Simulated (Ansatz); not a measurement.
The starting structures come from a database of crystals and need not be the phases stable at ambient conditions.

 Where the default PAW files enter, the runs use the earlier of Ansatz's two default sets.

The decay constant κ of evanescent states in the gap governs leakage through a thin film.

Here is the system:

```
CELL_PARAMETERS angstrom
      5.65668     0.01121     0.00437
      2.17622     5.22132     0.00437
      2.79281     1.86565     6.71129
ATOMIC_POSITIONS crystal
  V  0.58855 0.59821 0.20404
  V  0.40179 0.41145 0.79596
  Pb 0.16788 0.27579 0.38514
  Pb 0.72421 0.83212 0.61486
  Pb 0.99509 0.00491 0.00000
  O  0.67566 0.77506 0.96090
  O  0.22494 0.32434 0.03910
  O  0.75438 0.65518 0.32817
  O  0.34482 0.24562 0.67183
  O  0.66036 0.25777 0.23846
  O  0.74223 0.33964 0.76154
  O  0.29650 0.75291 0.70437
  O  0.24709 0.70350 0.29563
```

Space group of this cell: C2. The cell was relaxed by PBE-D3(BJ); by r2SCAN its mean pressure is -1.8 GPa.

Transport runs along the normal of the first two printed cell vectors.

No gap correction and no spin-orbit coupling; mid-gap values are interpolated between computed energies.

Question: Estimate the band gap and the smallest decay constant κ at mid-gap that r2SCAN (Ansatz, a program for electronic structure) returns for this system.

Answer: Gap 3.15 eV on a 6×6×6 mesh; κ = 0.426 1/Å, at the zone centre.
